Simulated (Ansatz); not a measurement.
```
CELL_PARAMETERS angstrom
      4.18683     0.00000     0.00000
     -2.09341     3.62590     0.00000
      0.00000     0.00000     6.89765
ATOMIC_POSITIONS crystal
  Cu 0.66667 0.33333 0.87374
  Cu 0.33333 0.66667 0.37374
  I  0.66667 0.33333 0.50126
  I  0.33333 0.66667 0.00126
```

All values below come from PBEsol with spin-orbit coupling, rigid bands (plane waves, PAW; Ansatz, a program for electronic structure). Condition of this run: spin-orbit coupling switched on. How the cell was made: cell and atoms relaxed with PBEsol.

Problem. What conductivity effective mass do dilute electrons have at 300 K?

Solution. 0.159 (x), 0.159 (y), 0.138 (z) mₑ.

Problem. What conductivity effective mass do dilute holes have at 300 K?

Solution. 0.65 (x), 0.65 (y), 1.15 (z) mₑ.

Problem. And the band gap?

Solution. 1.05 eV at this level; semilocal functionals usually fall short of the measured gap.

Rigid bands, one relaxation time for all states, no polarons.

Formula and space group known from diffraction (Crystallography Open Database), not checked to be the room-temperature form: CuI (P6_3mc).
